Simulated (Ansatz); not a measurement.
The parent structure is Cu3N (space group Pm-3m, No. 221; a = 3.765 Å).

Method: PBEsol in Ansatz (plane waves to 420 eV, PAW, no SOC).

Strains are applied to the cell and any free atomic positions relax.

One change was made to it. Results:

```
quantity                base            after
-------------------  -------  ---------------
gap character         absent  indirect, R → M
smallest direct gap  0.55 eV          0.76 eV
band gap                zero          0.25 eV
```

### Question
What was done to the base?
A) isotropic strain +2.40 %
B) isotropic strain +0.60 %
C) isotropic strain +1.20 %
D) isotropic strain +1.80 %

### Answer
A, isotropic strain +2.40 %. For comparison, the band gap in the other runs: isotropic strain +1.80 % gives 0.19 eV; isotropic strain +0.60 % gives 0.08 eV; isotropic strain +1.20 % gives 0.14 eV.

No phonon test of stability was made. All final runs are without spin polarisation. Gaps under 0.05 eV, about the width of the smearing, are given as zero. A zero or small gap of Cu3N can be the functional's error rather than a property of the material.

Ansatz is an electronic-structure program.
